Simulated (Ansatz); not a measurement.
Electronic density of states of amorphous Co₃₆Zr₆Ta₆, density 9.91 g/cm³, on a 2×2×2 Γ-centred mesh with a Gaussian width of 0.1 eV; energies count from the Fermi level. Cell and mesh are small, so fine structure isn't converged. Method: PBE, scalar-relativistic without spin-orbit coupling (plane waves to 420 eV, PAW; Ansatz, an electronic-structure program). Sampling: a 2×2×2 Γ-centred mesh; Fermi-Dirac width 0.1 eV; collinear spin, started from moments on atoms; no Hubbard U, moments started parallel, and no other order was tried (at the end a net moment of 33.5 μB, with unpaired spins of both signs, a broken-symmetry state; no other order was tried). In the spin-polarised cell the level spacing at the Fermi energy can part levels of unlike spin.

A CHGNet melt-quench gave the starting glass, which DFT then relaxed. The hot cell started wider than the set density and was brought back towards it in steps. It is the lowest in DFT energy of 3 quenches. It is a model cell: composition and starting density were chosen by hand, and all elements were melted together. No dispersion term was used. Its density started from a set value of 9.47 and ended at 9.91 g/cm³. The simulated quench (nominally 140 K/ps over its main leg) is rapid and tends to freeze in more defects than a deposited or slowly cooled glass has. A cell of this size samples the disorder only roughly. Volume and shape were free in the relaxation. On a 2×2×2 Γ-centred mesh force components of up to 0.13 eV/Å stay, since the relaxation ran on one k-point at (1/4, 1/4, 1/4).

(E - EF (eV), states/(eV atom)): (-12.00, 0.00); (-11.90, 0.00); (-11.80, 0.00); (-11.70, 0.00); (-11.60, 0.00); (-11.50, 0.00); (-11.40, 0.00); (-11.30, 0.00); (-11.20, 0.00); (-11.10, 0.00); (-11.00, 0.00); (-10.90, 0.00); (-10.80, 0.00); (-10.70, 0.00); (-10.60, 0.00); (-10.50, 0.00); (-10.40, 0.00); (-10.30, 0.00); (-10.20, 0.00); (-10.10, 0.00); (-10.00, 0.00); (-9.90, 0.00); (-9.80, 0.00); (-9.70, 0.00); (-9.60, 0.00); (-9.50, 0.00); (-9.40, 0.00); (-9.30, 0.00); (-9.20, 0.00); (-9.10, 0.00); (-9.00, 0.00); (-8.90, 0.00); (-8.80, 0.00); (-8.70, 0.00); (-8.60, 0.00); (-8.50, 0.01); (-8.40, 0.03); (-8.30, 0.01); (-8.20, 0.00); (-8.10, 0.01); (-8.00, 0.05); (-7.90, 0.07); (-7.80, 0.03); (-7.70, 0.06); (-7.60, 0.10); (-7.50, 0.10); (-7.40, 0.08); (-7.30, 0.08); (-7.20, 0.09); (-7.10, 0.12); (-7.00, 0.11); (-6.90, 0.05); (-6.80, 0.08); (-6.70, 0.10); (-6.60, 0.06); (-6.50, 0.04); (-6.40, 0.06); (-6.30, 0.09); (-6.20, 0.15); (-6.10, 0.17); (-6.00, 0.18); (-5.90, 0.18); (-5.80, 0.23); (-5.70, 0.27); (-5.60, 0.27); (-5.50, 0.26); (-5.40, 0.23); (-5.30, 0.21); (-5.20, 0.23); (-5.10, 0.23); (-5.00, 0.23); (-4.90, 0.32); (-4.80, 0.47); (-4.70, 0.61); (-4.60, 0.77); (-4.50, 0.83); (-4.40, 0.84); (-4.30, 0.86); (-4.20, 0.89); (-4.10, 0.92); (-4.00, 0.98); (-3.90, 1.04); (-3.80, 1.07); (-3.70, 1.09); (-3.60, 1.20); (-3.50, 1.33); (-3.40, 1.40); (-3.30, 1.48); (-3.20, 1.54); (-3.10, 1.62); (-3.00, 1.66); (-2.90, 1.72); (-2.80, 1.81); (-2.70, 1.89); (-2.60, 1.92); (-2.50, 1.95); (-2.40, 1.97); (-2.30, 1.99); (-2.20, 2.05); (-2.10, 2.03); (-2.00, 1.98); (-1.90, 1.93); (-1.80, 1.95); (-1.70, 2.02); (-1.60, 2.06); (-1.50, 2.04); (-1.40, 2.00); (-1.30, 1.99); (-1.20, 1.96); (-1.10, 1.96); (-1.00, 1.94); (-0.90, 1.88); (-0.80, 1.83); (-0.70, 1.77); (-0.60, 1.64); (-0.50, 1.48); (-0.40, 1.41); (-0.30, 1.35); (-0.20, 1.25); (-0.10, 1.19); (0.00, 1.22); (0.10, 1.18); (0.20, 1.11); (0.30, 1.19); (0.40, 1.27); (0.50, 1.30); (0.60, 1.20); (0.70, 1.12); (0.80, 1.08); (0.90, 1.01); (1.00, 0.97); (1.10, 0.98); (1.20, 0.89); (1.30, 0.80); (1.40, 0.81); (1.50, 0.77); (1.60, 0.75); (1.70, 0.69); (1.80, 0.65); (1.90, 0.71); (2.00, 0.65); (2.10, 0.57); (2.20, 0.54); (2.30, 0.56); (2.40, 0.57); (2.50, 0.58); (2.60, 0.57); (2.70, 0.58); (2.80, 0.60); (2.90, 0.61); (3.00, 0.62); (3.10, 0.60); (3.20, 0.63); (3.30, 0.66); (3.40, 0.66); (3.50, 0.60); (3.60, 0.57); (3.70, 0.52); (3.80, 0.48); (3.90, 0.42); (4.00, 0.39); (4.10, 0.39); (4.20, 0.38); (4.30, 0.35); (4.40, 0.39); (4.50, 0.38); (4.60, 0.30); (4.70, 0.27); (4.80, 0.33); (4.90, 0.36); (5.00, 0.36); (5.10, 0.29); (5.20, 0.23); (5.30, 0.21); (5.40, 0.22); (5.50, 0.24); (5.60, 0.24); (5.70, 0.22); (5.80, 0.22); (5.90, 0.27); (6.00, 0.31); (6.10, 0.28); (6.20, 0.22); (6.30, 0.20); (6.40, 0.25); (6.50, 0.29); (6.60, 0.27); (6.70, 0.24); (6.80, 0.21); (6.90, 0.20); (7.00, 0.22); (7.10, 0.23); (7.20, 0.23); (7.30, 0.24); (7.40, 0.26); (7.50, 0.25); (7.60, 0.26); (7.70, 0.26); (7.80, 0.25); (7.90, 0.29); (8.00, 0.28); (8.10, 0.32); (8.20, 0.32); (8.30, 0.34); (8.40, 0.36); (8.50, 0.37); (8.60, 0.37); (8.70, 0.38); (8.80, 0.38); (8.90, 0.35); (9.00, 0.41)
